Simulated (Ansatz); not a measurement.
# TiB2 under a change: biaxial strain +3.00 %, plane normal [001], relaxed out of plane

Take TiB₂ (space group P6/mmm, No. 191; a = 3.017 Å, c = 3.185 Å) as the base. Axes: x lies along a and z along c of the hexagonal cell.

Modification: biaxial strain +3.00 %, plane normal [001], relaxed out of plane (Cartesian); in-plane vectors clamped, the third vector and the atoms free.

Calculations: Ansatz (a first-principles code), PBEsol, PAW, cutoff 420 eV, scalar-relativistic without spin-orbit coupling. k-mesh 13×13×10 (Γ-centred); smearing 0.05 eV (Fermi–Dirac).

| quantity | base | changed | shift |
|---|---|---|---|
| shortest interatomic distance | 174.2 pm | 179.4 pm | +5.2 pm |
| pressure (mean of the normal stresses, compression positive) | 0.0 GPa | -12.4 GPa | -12.4 GPa |
| band gap | zero | zero | – |
| out-of-plane strain (rough) | – | -1.35 % | – |
| mean in-plane stress (compression positive) (rough) | – | -18.6 GPa | – |

Final structure (turned so that z lies along the plane normal):

```
TiB2
1.0
    3.10790     0.00000     0.00000
    1.55395     2.69152     0.00000
    0.00000     0.00000     3.14218
Ti B
1 2
Cartesian
  0.00000   0.00000   0.00000
  3.10790   1.79435   1.57109
  1.55395   0.89717   1.57109
```

The mesh was chosen for an insulator and is coarse for the gapless case. Without a gap, meshes like the base's 13×13×10 leave anisotropic stresses uncertain by several tenths of a GPa, and small strain energies with them. Stability against distortions was not tested. The final runs are not spin-polarised.
